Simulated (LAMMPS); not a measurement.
Molecular dynamics of GaN (wurtzite), 896 atoms, at 3240 K and 0 GPa, heated as the crystal.

Computed with classical MD, pair style tersoff, file GaN.tersoff, run in LAMMPS.

Starting crystal:

```
GaN
1.0
    3.19000     0.00000     0.00000
    0.00000     5.52524     0.00000
    0.00000     0.00000     5.19000
Ga N
4 4
Direct
  0.00000   0.33333   0.00000
  0.50000   0.16667   0.50000
  0.50000   0.83333   0.00000
  0.00000   0.66667   0.50000
  0.00000   0.33333   0.37700
  0.50000   0.16667   0.87700
  0.50000   0.83333   0.37700
  0.00000   0.66667   0.87700
```

Task: Predict the enthalpy per atom, the mean frequency of the velocity spectrum, the density.

Result: enthalpy per atom: -3.646 ± 0.001 eV; mean frequency of the velocity spectrum: 13.3 THz; density: 5.778 ± 0.002 g/cm³.

Caution: a run this short can hold a crystal over, or a liquid under, the potential's melting point.
